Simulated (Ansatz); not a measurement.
Take CdTe in the zinc blende structure (space group F-43m, No. 216; a = 6.5576 Å) as the base. Axes: x, y, z lie along the cube axes.

Now apply this change: tensor shear ε_xz = −1.12 % (engineering shear γ = -0.0224), atoms relaxed at fixed cell.

Levels (all Ansatz, a first-principles code, PAW): r2SCAN (500 eV, scalar-relativistic without spin-orbit coupling); HSE06+SOC (420 eV, with spin-orbit coupling).

The geometry is relaxed with r2SCAN.

| Property | Result |
|---|---|
| r2SCAN lowest conduction level above the VBM at special points | Γ 1.10 eV; R 2.07 eV; S 2.22 eV |
| r2SCAN valence-band top at Γ | 0.00, -0.06, -0.11 eV |

Task: Predict the lowest conduction level above the VBM at special points and valence-band top at Γ from HSE06+SOC.

Result: The lowest conduction level above the VBM at special points becomes Γ 1.17 eV; R 2.18 eV; S 2.34 eV (r2SCAN: Γ 1.10 eV; R 2.07 eV; S 2.22 eV); the valence-band top at Γ (three highest Kramers pairs, from the VBM) becomes 0.00, -0.07, -0.98 eV (r2SCAN: 0.00, -0.06, -0.11 eV).

Single points use the geometry relaxed with r2SCAN. Differences between runs with and without spin-orbit coupling are approximate. With Te present, leaving out spin-orbit coupling can change the band edges. The levels and masses belong to the bands next to the band gap. The cells carry an imposed strain or load. Whether these cells are dynamically stable was not tested. k-point labels follow each cell's own Brillouin zone.
